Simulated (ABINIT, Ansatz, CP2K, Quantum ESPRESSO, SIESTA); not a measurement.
**Code comparison for KRuO3 (Pm-3m, 5 atoms in the cell)**

Self-consistent single point.

```yaml
crystal:
  lattice:
    - [3.93928, 0.00000, 0.00000]
    - [0.00000, 3.93928, 0.00000]
    - [0.00000, 0.00000, 3.93928]
  atoms:
    - { symbol: K, position: [0.50000, 0.50000, 0.50000] }
    - { symbol: Ru, position: [0.00000, 0.00000, 0.00000] }
    - { symbol: O, position: [0.00000, 0.00000, 0.50000] }
    - { symbol: O, position: [0.50000, 0.00000, 0.00000] }
    - { symbol: O, position: [0.00000, 0.50000, 0.00000] }
```

All programs got the same cell, k-point mesh and kind of occupations (in Ansatz's words: kpoints.mp_grid.grid = 8 8 8; scf.occupations.method = fermi_dirac; scf.occupations.width = 0.0037 Ry); potentials, basis and cutoffs are each program's usual ones.

```tsv
code	model	pressure (GPa)	k-points	cutoff
SIESTA	GGA PBEsol, numerical atomic orbitals DZP, PseudoDojo PBEsol standard norm-conserving potentials (rewritten from UPF to PSML)	-6.14	296	grid 400 Ry
Ansatz	PBEsol, PAW files made with PBE	-10.45	35	30.9 Ry
Quantum ESPRESSO	PBEsol, PseudoDojo standard norm-conserving (PBESOL) pseudopotentials	-10.14	35	85 Ry
ABINIT	PBEsol, norm-conserving pseudopotentials (PseudoDojo nc-sr-04 PBEsol standard)	-10.16	35	84 Ry
CP2K	PBEsol, GPW, DZVP-MOLOPT-SR-GTH basis, GTH-PBE potentials (GTH_POTENTIALS)	-8.33	260	grid 500 Ry
```

The spread over the programs that give each value: pressure within 4.31 GPa.

The starting cell comes from a database of computed structures (which also holds hypothetical and non-ambient phases and stackings), without a prior relaxation at this level. On Ansatz's run: Spin polarisation is off; with an odd number of electrons in the cell that forces a metal, and a magnetic state may lie lower. In the base run, with a pressure of about -10 GPa the cell is away from its equilibrium volume at this level.

Task: Why do the programs differ, and what cannot be compared?

Result: Differences of this kind can come from the potentials, where these differ, and from what each basis and cutoff leave unconverged. The zero of total energies and Fermi levels follows the potentials and each program's conventions, so they are not compared here. SIESTA and CP2K use small atom-centred bases, whose incompleteness enters pressures, forces and empty levels differently from a plane-wave cutoff. Ansatz's pressure is given at a fixed set of plane waves, as the other plane-wave codes print theirs; with its correction for the finite basis it is -9.99 GPa (the shift of 0.45 GPa shows how far the cutoff is from converged). Ansatz's smearing width was typed in Ry to four decimals, so it matches the others to a few per cent. The programs reduce the same mesh by symmetry to different extents, which changes the work and not the result. In the pressure, SIESTA (by 4.02) and CP2K (by 1.82) lie more than 1 GPa from the median of the plane-wave programs.

Left out of this page: GPAW, Elk and FLEUR (not drawn, or without a comparable value).

Ansatz is a quantum-chemistry and plane-wave program.

Keys are those of Ansatz 0.2.
